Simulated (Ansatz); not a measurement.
# Input and output of a self-consistent single point for KCl (Fm-3m, 2 atoms in the cell) (Ansatz)

Method of the run: PBE (plane waves, PAW; Ansatz, a first-principles code).

The input file:

Ansatz 0.2 input:
```yaml
crystal:
  lattice:
    - [0.000000, 3.135565, 3.135565]
    - [3.135565, 0.000000, 3.135565]
    - [3.135565, 3.135565, 0.000000]
  atoms:
    - { symbol: K, position_ang: [0.000000, 0.000000, 0.000000] }
    - { symbol: Cl, position_ang: [3.135565, 3.135565, 3.135565] }
basis:
  ecutwfc: 30.9 Ry
kpoints:
  mp_grid:
    grid: [7, 7, 7]
hamiltonian:
  xc: pbe
  pseudopotentials:
    kind: paw
scf:
  occupations:
    method: fermi_dirac
    width: 0.0015 Ry
output:
  forces: true
  eigenvalues: true
  stress: true
```

Output, abridged:

```
WARN ansatz: RAYON_NUM_THREADS=1 ignored (pool sized by the plan → 1); use --threads N
Pseudopotentials: kind: paw
Pseudopotential: K, paw, valence charge 9
Pseudopotential: Cl, paw, valence charge 7
Crystal: 2 atoms, lattice volume = 61.656 Å³
Basis set: ecut = 420.4159175005146 eV, 1243 PW (Γ), exchange–correlation on 60×60×60 points (8 copies of the dense FFT grid, shifted against one another)
Bands: 12, of which v1, the nominal top of the filled ones, is band 8 counted from 1 (7 counted from 0)
Symmetry: 48 space group operations
Space group: Fm-3m (ITA 225), of the structure as read, at distance tolerance 4.0e-5 Å
k-points: 20 of 343
Initial density: superposition of atomic densities (neutral atoms: chi_scale 0, normalization atom), corrected by the library's trained network
Initial wavefunctions: pseudopotential atomic-orbital guess
Eigensolver: davidson
Functional: x = pbe(κ = 0.804, μ = 0.2195149727645171), c = pbe(β = 0.06672455060314922)
SCF iter   1: F=—  HF=-2621.216849 eV  |F-HF|=—  |Δ(HF+E_count)|=         —  Δρ=1.96e-4  dr2=1.19e-5  ethr=1.77e-3  ⟨swp⟩=6.5  Hψ=1564  notcnv=0
all-band conjugate gradients solve this SCF's bands
preconditioner: auto → none
SCF iter   2: F=—  HF=-2621.216615 eV  |F-HF|=—  |Δ(HF+E_count)|=   2.34e-4  Δρ=2.27e-4  dr2=4.72e-5  ethr=7.43e-8  ⟨swp⟩=3.4  Hψ=716  notcnv=0
SCF iter   3: F=—  HF=-2621.216603 eV  |F-HF|=—  |Δ(HF+E_count)|=   1.16e-5  Δρ=1.00e-4  dr2=7.87e-6  ethr=7.43e-8  ⟨swp⟩=2.0  Hψ=380  notcnv=0
SCF iter   4: F=—  HF=-2621.216604 eV  |F-HF|=—  |Δ(HF+E_count)|=   9.61e-7  Δρ=4.19e-5  dr2=1.41e-6  ethr=4.92e-8  ⟨swp⟩=2.0  Hψ=380  notcnv=0
SCF iter   5: F=—  HF=-2621.216604 eV  |F-HF|=—  |Δ(HF+E_count)|=   3.62e-7  Δρ=1.62e-5  dr2=2.10e-7  ethr=8.81e-9  ⟨swp⟩=2.0  Hψ=295  notcnv=0
SCF iter   6: F=-2621.216604 eV  HF=-2621.216604 eV  |F-HF|=1.33e-8  |Δ(HF+E_count)|=   6.42e-8  Δρ=4.55e-6  dr2=1.65e-8  ethr=6.25e-10  ⟨swp⟩=4.0  Hψ=700  notcnv=0
SCF 1 converged in 6 iterations: F = -2621.216604 eV  dr2 = 1.65e-8
SCF converged after 6 iterations
Free energy (F): -2621.216604 eV
Harris-Foulkes:  -2621.216604 eV  (|F-HF|=1.33e-8)
Internal energy: -2621.216604 eV  (E = F + TS)
E sigma→0 (E₀):  -2621.216604 eV
Fermi energy:    3.551448 eV
--- Per-component energies (eV) ---
  E_band       = -130.290921
  E_kinetic    = 416.424435
  E_local      = -830.750755  (includes V_loc(G=0)·N_el)
  E_nonlocal   = 41.072087
  E_hartree    = 278.477609
  E_xc         = -243.310377
  E_vxc        = -288.208613  (∫ρ·V_xc dr)
  E_paw        = -1441.191061  (= ΣΔE_a)
  E_vpaw       = -25.781902  (= ΣTr[D̂ρ^β])
  E_aug_tail   = 0.000086  (compensation charges beyond the density's cutoff)
  E_ewald      = -841.938627
  E_smearing   = -0.000000  (= −TS)
  E_closure    = 0.000000  (closes the sum)
  Σ components = -2621.216604   (vs F -2621.216604, Δ=0.00e0)
--- Forces (eV/Å), atoms counted from 1 ---
  atom   1  K     -0.00000000     0.00000000    -0.00000000
  atom   2  Cl     0.00000000    -0.00000000     0.00000000
  max |Σ_I F_I| component: 9.93e-30 eV/Å
--- Stress (GPa, compression-positive) ---
        0.966116      -0.000000      -0.000000
        0.000000       0.966116      -0.000000
        0.000000      -0.000000       0.966116
  P = ⅓ Tr σ = 0.9661 GPa (9.661 kbar)
  The stress holds the Pulay correction. Without it, at fixed plane waves, as pw.x and ABINIT print it: P = 0.9648 GPa
--- Band table (eV; the first three rows and the last of 20) ---
  k-point 0: bands = ["-26.2432", "-11.2055", "-9.7045", "-9.7045", "-9.7045", "0.9234", "0.9234", "0.9234", "6.1487", "9.2922", "9.2922", "9.2922"]
  k-point 1: bands = ["-26.2411", "-11.2454", "-9.7063", "-9.7063", "-9.6543", "0.6785", "0.8567", "0.8567", "6.6330", "9.1540", "9.5474", "9.5474"]
  k-point 2: bands = ["-26.2364", "-11.3272", "-9.7104", "-9.7104", "-9.5488", "0.2138", "0.7138", "0.7138", "7.6865", "9.1218", "10.2598", "10.2598"]
  k-point 19: bands = ["-26.2289", "-11.2176", "-9.8135", "-9.7761", "-9.6120", "0.3336", "0.4135", "0.5538", "8.6542", "9.3642", "10.4750", "10.8718"]
```

The run converged in 6 iterations.

The starting cell has typed, rounded lattice constants, without a prior relaxation at this level. Its lattice was rescaled by up to half a per cent. Ansatz's pressure includes its estimate of the finite-basis (Pulay) stress.
